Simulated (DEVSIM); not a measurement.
Device: Co/Si3N4/n-Si capacitor, at 400 K.

Layer 1 from the left is Si3N4, thickness (nm) 28.0. Layer 2 from the left is Si, thickness (nm) 2900, Nd (cm⁻³) 3.8e16.

Metal gate on the left, work function 5 eV. Fixed charge at the semiconductor interface -1.5e11 cm⁻² (in units of +e); no interface traps.

Constants are typed, rounded textbook-type inputs, not results; the design itself was drawn at random and stands for no fabricated device. Values at 300 K; Nc and Nv go as T^1.5, mobilities as T to minus their exponent, the gap by Varshni's rule with the affinity fixed.

Si3N4: gap (eV) 5.1, affinity (eV) 2.1, permittivity 7.5. Si: gap (eV) 1.124, affinity (eV) 4.05, permittivity 11.7, Nc (cm⁻³) 2.86e19, Nv (cm⁻³) 3.1e19, Varshni α (eV/K) 0.000473, Varshni β (K) 636.

### Question
Estimate by hand the flat-band voltage, the threshold voltage, and compare with a numerical solution.

### Answer

- Flat-band voltage: C = 0.237 μF/cm², work-function difference 0.707 V; VFB = φms − qNf/C = 0.81 V; numerical 0.81 V.
- Threshold voltage: φF = 0.304 V, depletion charge √(4εqNφF) = 8.75e-8 C/cm²; VT = VFB − 2φF − Qd/C = -0.17 V; numerical -0.17 V.

DEVSIM, 1D Poisson equation in equilibrium, Boltzmann statistics, complete ionisation; no quantum confinement or tunnelling. Metal contacts follow the ideal Schottky-Mott rule: no Fermi-level pinning, no interface dipoles.
